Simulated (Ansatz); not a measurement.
# How the bulk modulus B0 of Ge (P6₃/mmc, No. 194, 8 atoms in the cell; start mp-1091415; another form than the element's usual one) moves with the method

No measured value is used here.

| level (code) | value (GPa) | cell (Å³/atom) |
|---|---|---|
| LDA (Ansatz) | 72.2 | 22.17 |
| PBEsol (Ansatz) | 67.6 | 22.81 |
| r²SCAN (Ansatz) | 71.5 | 22.80 |

LDA, PBEsol, r²SCAN: the bulk modulus is −V dP/dV from two relaxed cells at ±2 % in volume. LDA, PBEsol, r²SCAN: the relaxation could not lower the start's symmetry, so the cell can be a saddle point above a distorted one. Each level is taken at its own relaxed cell. Cutoffs differ between the levels. Ansatz's density-functional and Hartree–Fock values are scalar-relativistic unless marked +SOC, with PAW data made under PBE.

A start named mp-… is a Materials Project structure, which need not be a measured phase.

Ansatz is an electronic-structure program.
